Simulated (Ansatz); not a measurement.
**O on the C site in 4H silicon carbide**

Calculation: PBE, PAW (plane waves to 420 eV; Ansatz, a first-principles code). Cell: 96 sites, 3×2×1; final energies on a 2×2×2 shifted mesh. Site at the start: the C(h) site. Finite-size correction: monopole term and site-potential alignment. Dielectric constants: PBE linear response of the host. Host gap at this level: 2.23 eV. A cell of this size leaves errors of a few tenths of an eV. Levels are measured in PBE's own, too narrow, gap. Spin–orbit coupling is left out. Each state is the lowest found from its start.

Formation energies E_f are given with the Fermi level at the valence-band maximum. Chemical conditions: C-rich (Δμ(C) = 0.00 eV, Δμ(O) = -3.97 eV, bounded by alpha cristobalite; only phases computed here count, gases as isolated molecules at 0 K); Si-rich (Δμ(C) = -0.41 eV, Δμ(O) = -4.17 eV, bounded by alpha cristobalite; only phases computed here count, gases as isolated molecules at 0 K). Reference phases: C: graphite, O: O2 molecule in a box.

```tsv
charge	moment (μB)	largest move off a lattice site (Å)	image correction with alignment (eV)	E_f, C-rich (eV)	E_f, Si-rich (eV)
+2	not spin-polarised	0.13	0.69	0.76	0.55
+1	1.0	0.33	0.18	2.27	2.07
0	not spin-polarised	0.70	0.00	4.12	3.92
−1*	quenched	0.15	–	–	–
```

* At this level the carrier isn't localised at the defect: at charge −1 electrons occupy the conduction band. Such a state is shallow or no state of the defect, and this cell gives it no level.

Starting moments that weren't kept: charge −1 began with 1 μB and ended with 0.0.

No other site or start that was run ended lower by more than 0.1 eV.

Transition levels above the valence-band maximum: ε(+2/+1) = 1.51 eV; ε(+1/0) = 1.86 eV. On the lower envelope of the bound states, inside the gap: (+2/+1) at 1.51 eV; (+1/0) at 1.86 eV.

Flagged in the runs: a doubtful potential alignment, a host whose relaxation on this sampling wasn't shown to rest, a strain field that reaches the edge of the cell.
